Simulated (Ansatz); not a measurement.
The parent structure is ZrC in the rock salt structure (space group Fm-3m, No. 225; relaxed with 0.1 eV smearing).

```
CELL_PARAMETERS angstrom
      0.00000     2.33454     2.33454
      2.33454     0.00000     2.33454
      2.33454     2.33454     0.00000
ATOMIC_POSITIONS crystal
  C  0.00000 0.00000 0.00000
  Zr 0.50000 0.50000 0.50000
```

Cartesian axes are those of the cell as printed.

Method: PBEsol, PAW, 420 eV (Ansatz, a first-principles code; no spin-orbit coupling).

For the base:

```
Item                            Result
-----------------------------  -------
Shortest interatomic distance  2.335 Å
```

Perturbation: tensor shear ε_xz = −0.64 % (engineering shear γ = -0.0128), atoms relaxed at fixed cell.

Task: What does the calculation give for the stress, energy relative to the base and shortest interatomic distance after the change?

Result: The stress (xx, yy, zz, yz, xz, xy; compression positive) comes out as (0.0, 0.0, 0.0, 0.0, 2.0, 0.0) GPa; the energy goes up by 1.0 meV/atom; the shortest interatomic distance stays 2.335 Å.

The cells carry an imposed strain or load. Whether these cells are dynamically stable was not tested. The final runs are not spin-polarised.
